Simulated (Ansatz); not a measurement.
The parent structure is Ca in the fcc (Cu type) structure (space group Fm-3m, No. 225; relaxed with 0.1 eV smearing).

```xyz
1
Lattice="0.0000 2.7279 2.7279 2.7279 0.0000 2.7279 2.7279 2.7279 0.0000" Properties=species:S:1:pos:R:3 pbc="T T T"
Ca     0.0000     0.0000     0.0000
```

Cartesian axes are those of the cell as printed.

All numbers come from PBEsol (Ansatz, an electronic-structure program, PAW, spin-orbit coupling left out).

Strains are applied to the cell and any free atomic positions relax; under biaxial strain the out-of-plane vector relaxes too.

One change was made to it. Results:

The band gap stays zero; the energy is nearly the same; the shortest interatomic distance drops by 0.3 pm to 385.5 pm.

### Question
What was done to the base?
A. biaxial strain −2.00 %, plane normal [001], relaxed out of plane
B. biaxial strain +2.00 %, plane normal [001], relaxed out of plane
C. biaxial strain +0.50 %, plane normal [001], relaxed out of plane

### Answer
C, biaxial strain +0.50 %, plane normal [001], relaxed out of plane. For comparison, the energy relative to the base in the other runs: biaxial strain −2.00 %, plane normal [001], relaxed out of plane gives +2.1 meV/atom; biaxial strain +2.00 %, plane normal [001], relaxed out of plane gives +1.5 meV/atom.

Stability against distortions was not tested.
